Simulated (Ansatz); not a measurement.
# Response to strain and stress in SnO2

Start from SnO2 in the rutile structure (space group P4_2/mnm, No. 136; a = 4.760 Å, c = 3.201 Å). Axes: x, y, z lie along a, b, c of the conventional cell.

Strains are applied to the cell and any free atomic positions relax; under stress the whole cell relaxes.

All numbers come from r2SCAN (Ansatz, an electronic-structure program, PAW, spin-orbit coupling left out).

Candidates:
(a) uniaxial stress, 5 GPa compression along z
(b) isotropic strain +4.99 %
(c) uniaxial strain ε_yy = +3.60 %

Notes on the quantities. energy relative to the base: free energy F.

Q: Order them by energy relative to the base, highest first.

A: (b) isotropic strain +4.99 % (+148 meV/atom), (c) uniaxial strain ε_yy = +3.60 % (+12 meV/atom), (a) uniaxial stress, 5 GPa compression along z (+2.7 meV/atom)

Beyond what the load breaks, stability against distortions was not tested.
